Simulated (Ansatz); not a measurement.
## PbTe, response to strain

Base system: PbTe in the rock salt structure (space group Fm-3m, No. 225; a = 6.534 Å).

Strains are applied to the cell and any free atomic positions relax.

All numbers come from r2SCAN (Ansatz, an electronic-structure program; PAW; 500 eV plane waves; no spin-orbit coupling).

Notes on the quantities. energy relative to the base: free energy F.

| case | band gap | energy relative to the base | electron mass | pressure | shortest interatomic distance |
|---|---|---|---|---|---|
| base | 1.09 eV | 0 meV/atom | 0.34 mₑ along k, 0.12 mₑ across (at L) | 0.00 GPa | 3.267 Å |
| isotropic strain +0.50 % | 1.12 eV | +1.0 meV/atom | 0.35 mₑ along k, 0.12 mₑ across (at L) | -0.61 GPa | 3.283 Å |
| isotropic strain +1.00 % | 1.15 eV | +4.0 meV/atom | 0.35 mₑ along k, 0.12 mₑ across (at L) | -1.17 GPa | 3.300 Å |
| isotropic strain +1.50 % | 1.17 eV | +8.8 meV/atom | 0.36 mₑ along k, 0.12 mₑ across (at L) | -1.70 GPa | 3.316 Å |
| isotropic strain +2.00 % | 1.20 eV | +15 meV/atom | 0.36 mₑ along k, 0.12 mₑ across (at L) | -2.19 GPa | 3.332 Å |
| isotropic strain +2.50 % | 1.22 eV | +24 meV/atom | 0.37 mₑ along k, 0.12 mₑ across (at L) | -2.64 GPa | 3.349 Å |
| isotropic strain +3.00 % | 1.24 eV | +33 meV/atom | 0.38 mₑ along k, 0.12 mₑ across (at L) | -3.06 GPa | 3.365 Å |

With Pb and Te present, leaving out spin-orbit coupling can change the band edges. Effective masses come from finite differences of ±0.01 Å⁻¹. Along k means along the line from Γ to the band edge. Whether these cells are dynamically stable was not tested.
